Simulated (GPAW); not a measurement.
## A self-consistent single point of CoW₃ (Pm-3m, 4 atoms in the cell) with GPAW

Computed with LDA (Perdew-Wang 92), GPAW PAW datasets LDA (gpaw-data 1.0.1) (plane waves; GPAW).

Input as run:

```python
from ase import Atoms
from ase.units import GPa
from gpaw import GPAW, PW

atoms = Atoms(['Co', 'W', 'W', 'W'],
              cell=[[3.840534, 0.000000, 0.000000],
                    [0.000000, 3.840534, 0.000000],
                    [0.000000, 0.000000, 3.840534]],
              scaled_positions=[[0.000000, 0.000000, 0.000000],
                                [0.000000, 0.500000, 0.500000],
                                [0.500000, 0.000000, 0.500000],
                                [0.500000, 0.500000, 0.000000]],
              pbc=True)

calc = GPAW(mode=PW(850),
            xc='LDA',
            kpts={'size': (6, 6, 6), 'gamma': True},
            occupations={'name': 'methfessel-paxton', 'width': 0.136, 'order': 0},
            nbands=-8,
            convergence={'density': 1e-05},
            symmetry={'symmorphic': False, 'tolerance': 0.0005},
            maxiter=100,
            txt='-')

atoms.calc = calc

energy = atoms.get_potential_energy()
print('Energy (eV):', round(energy, 6))
forces = atoms.get_forces()
print('Forces (eV/Ang):')
print(forces.round(5))
stress = atoms.get_stress()
print('Stress (GPa, Voigt):', (stress / GPa).round(4))
```

The program printed (abridged):

```
Input parameters:
  convergence: {density: 1e-05}
  kpts: {gamma: True,
         size: (6, 6, 6)}
  maxiter: 100
  mode: {ecut: 850.0,
         name: pw}
  nbands: -8
  occupations: {name: methfessel-paxton,
                order: 0,
                width: 0.136}
  symmetry: {symmorphic: False,
             tolerance: 0.0005}

species:
  Co:
    name: Cobalt
    Z: 27.0
    valence: 9
    core: 18
    charge: 0.0
    file: Co.LDA.gz

    # Using partial waves for Co as LCAO basis

  W:
    name: Tungsten
    Z: 74.0
    valence: 14
    core: 60
    charge: 0.0
    file: W.LDA.gz

    # Using partial waves for W as LCAO basis

Reference energy: -1353386.585345  # eV

Spin-paired calculation

Convergence criteria:
 Maximum [total energy] change in last 3 cyles: 0.0005 eV / valence electron
 Maximum integral of absolute [dens]ity change: 1e-05 electrons / valence electron
 Maximum integral of absolute [eigenst]ate change: 4e-08 eV^2 / valence electron
 Maximum number of scf [iter]ations: 100

Symmetries present (total): 48
Symmetries with fractional translations: 0
216 k-points: 6 x 6 x 6 Monkhorst-Pack grid + [1/12,1/12,1/12]
20 k-points in the irreducible part of the Brillouin zone
       k-points in crystal coordinates                weights
   0:     0.00000000    0.00000000    0.00000000          1/216
   1:     0.16666667    0.00000000    0.00000000          6/216
   2:     0.16666667    0.16666667    0.00000000         12/216
   [... 7 lines left out ...]
          ...
  19:     0.50000000    0.50000000    0.50000000          1/216

Wave functions: Plane wave expansion
  Cutoff energy: 850.000 eV
  Number of coefficients (min, max): 3164, 3218
  Pulay-stress correction: 0.000000 eV/Ang^3 (de/decut=0.000000)

Occupation numbers: Methfessel-Paxton:
  width: 0.1360  # eV
  order: 0

Eigensolver

Densities:
  Coarse grid: 27*27*27 grid
  Fine grid: 54*54*54 grid
  Total Charge: 0.000000

Density mixing:
  Method: separate
  Backend: pulay
  Linear mixing parameter: 0.05
  old densities: 5
  Damping of long wavelength oscillations: 50

Hamiltonian:
  XC and Coulomb potentials evaluated on a 54*54*54 grid
  External potential:
    NoExternalPotential

Number of atoms: 4
Number of atomic orbitals: 48
Number of bands in calculation: 33
Number of valence electrons: 51
Bands to converge: occupied

Density initialized from atomic densities
  33 bands from LCAO basis set

Atomic positions and initial magnetic moments

Positions:
   0 Co     0.000000    0.000000    0.000000    ( 0.0000,  0.0000,  0.0000)
   1 W      0.000000    1.920267    1.920267    ( 0.0000,  0.0000,  0.0000)
   2 W      1.920267    0.000000    1.920267    ( 0.0000,  0.0000,  0.0000)
   3 W      1.920267    1.920267    0.000000    ( 0.0000,  0.0000,  0.0000)

Unit cell:
           periodic     x           y           z      points  spacing
  1. axis:    yes    3.840534    0.000000    0.000000    27     0.1422
  2. axis:    yes    0.000000    3.840534    0.000000    27     0.1422
  3. axis:    yes    0.000000    0.000000    3.840534    27     0.1422

  Lengths:   3.840534   3.840534   3.840534
  Angles:   90.000000  90.000000  90.000000

Effective grid spacing dv^(1/3) = 0.1422

     iter     time        total  log10-change:
                         energy   eigst   dens
iter:   1 --:--:--   -48.454045
iter:   2 --:--:--   -47.810150   -0.78  -1.33
iter:   3 --:--:--   -47.589281   -1.58  -1.37
iter:   4 --:--:--   -47.277176   -1.04  -1.42
iter:   5 --:--:--   -47.597715   -0.98  -1.75
iter:   6 --:--:--   -47.706132   -1.94  -1.67
iter:   7 --:--:--   -47.022121   -1.59  -1.61
iter:   8 --:--:--   -46.979253   -1.95  -2.14
iter:   9 --:--:--   -46.977745   -3.29  -2.76
iter:  10 --:--:--   -46.995409c  -2.50  -2.77
iter:  11 --:--:--   -46.976340c  -2.70  -2.41
iter:  12 --:--:--   -46.976557c  -3.96  -3.48
iter:  13 --:--:--   -46.976347c  -4.90  -3.36
iter:  14 --:--:--   -46.976371c  -6.07  -3.67
iter:  15 --:--:--   -46.976436c  -5.30  -3.72
iter:  16 --:--:--   -46.976375c  -5.87  -3.73
iter:  17 --:--:--   -46.976358c  -6.18  -3.91
iter:  18 --:--:--   -46.976370c  -6.30  -4.03
iter:  19 --:--:--   -46.976344c  -5.83  -4.21
iter:  20 --:--:--   -46.976351c  -6.82  -4.27
iter:  21 --:--:--   -46.976355c  -7.14  -4.81
iter:  22 --:--:--   -46.976352c  -7.84c -5.17c

Converged after 22 iterations.

Dipole moment: (-0.000000, -0.000000, 0.000000) |e|*Ang

Energy contributions relative to reference atoms: (reference = -1353386.585345)

Kinetic:        +33.128035
Potential:      -34.095814
External:        +0.000000
XC:             -45.727716
Entropy (-ST):   -0.043803
Local:           -0.258956
SIC:             +0.000000
--------------------------
Free energy:    -46.998254
Extrapolated:   -46.976352

Showing only first 2 kpts
 Kpt  Band  Eigenvalues  Occupancy
  0    23     13.94930    0.00002
  0    24     16.59340    0.00000
  0    25     16.59340    0.00000
  0    26     16.59340    0.00000

  1    23     14.00356    0.00000
  1    24     14.90554    0.00000
  1    25     14.90554    0.00000
  1    26     15.83030    0.00000

Fermi level: 13.53400

No gap
No difference between direct/indirect transitions
Energy (eV): -46.976352

Forces in eV/Ang:
  0 Co   -0.00000   -0.00000   -0.00000
  1 W     0.00000   -0.00000   -0.00000
  2 W     0.00000    0.00000    0.00000
  3 W     0.00000    0.00000    0.00000

Stress tensor:
     0.016935    -0.000000     0.000000
    -0.000000     0.016935     0.000000
     0.000000     0.000000     0.016935
Stress (GPa, Voigt): [ 2.7132  2.7132  2.7132  0.      0.     -0.    ]
```

The run converged in 22 iterations. GPAW prints stress with tension positive.

The starting cell comes from a database of computed structures (which also holds hypothetical and non-ambient phases and stackings), without a prior relaxation at this level. Its lattice was rescaled by a random factor within 2.5 % of one. Spin-orbit coupling is off. Spin polarisation is off.

Cost on one core of a shared machine: roughly 90 s.
